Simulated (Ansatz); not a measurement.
The reference is BaF2 (space group P6_3/mmc, No. 194; a = 4.358 Å, c = 5.996 Å; a cell from a computed database, its experimental status unchecked).

Now apply this change: full substitution Ba → Ca; the structure is relaxed again.

Levels (all Ansatz, an electronic-structure program, PAW): PBEsol (420 eV, scalar-relativistic without spin-orbit coupling); HSE06 (420 eV, no SOC).

The geometry is relaxed with PBEsol.

```
Property           Value
---------------  -------
PBEsol band gap  6.02 eV
```

### Question
How does going to HSE06 change the band gap?

### Answer
The band gap goes up by 2.34 eV (6.02 eV → 8.36 eV).

Single points use the geometry relaxed with PBEsol. Whether these cells are dynamically stable was not tested. As relaxed here, CaF2 is a hypothetical phase, not in the database extracts checked.
